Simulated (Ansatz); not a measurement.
The reference is Ag₂O (space group Pn-3m, No. 224; a = 4.707 Å).

Level of theory: PBEsol, PAW, 420 eV (Ansatz, a first-principles code; no spin-orbit coupling).

One change was made to it. Results:

```json
[
 {"quantity": "lattice parameter a", "base": "470.7 pm", "after": "469.1 pm"},
 {"quantity": "band gap", "base": "zero", "after": "zero"}
]
```

Q: What was done to the base?
A) pressure 0.9 GPa
B) pressure 9 GPa
C) pressure 22.5 GPa

A: A, pressure 0.9 GPa. For comparison, the band gap in the other runs: pressure 22.5 GPa gives 0.35 eV; pressure 9 GPa gives 0.15 eV.

Load acts through the strain it causes; cell and atoms are relaxed under it. Whether these cells are dynamically stable was not tested. Competing high-pressure phases were not computed. No Hubbard U is applied, and correlation can decide whether such a compound is a metal. All final runs are without spin polarisation. A zero or small gap of Ag2O can be the functional's error rather than a property of the material.
